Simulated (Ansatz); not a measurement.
Results of r²SCAN+rVV10 (plane waves, PAW; Ansatz, a quantum-chemistry and plane-wave program) for rock-salt LaS.

Settings: plane-wave cutoff 560 eV, 16×16×16 k mesh, Fermi–Dirac smearing 0.05 eV, scalar-relativistic PAW data made under PBE.

Computed points:

```
V (Å³/atom)  E − E_lowest (meV/atom)  P (GPa)
-----------  -----------------------  -------
23.723                         27.64     6.19
24.228                         11.83     3.90
24.732                          2.85     1.84
25.237                          0.00     0.00
25.742                          2.65    -1.65
26.247                         10.23    -3.13
26.751                         22.23    -4.46
```

**Question.** Estimate the bulk modulus and its pressure derivative from these points.

**Answer.** V0 = 25.237 Å³/atom, B0 = 87.1 GPa, B′ = 4.4 (fit to the energies at full precision).

Note: the relaxation could not lower the start's symmetry, so the cell can be a saddle point above a distorted one.

Spin–orbit coupling is not included; it can open a gap where bands touch, and shift volumes and moduli.

Static lattice: no zero-point or thermal effects.
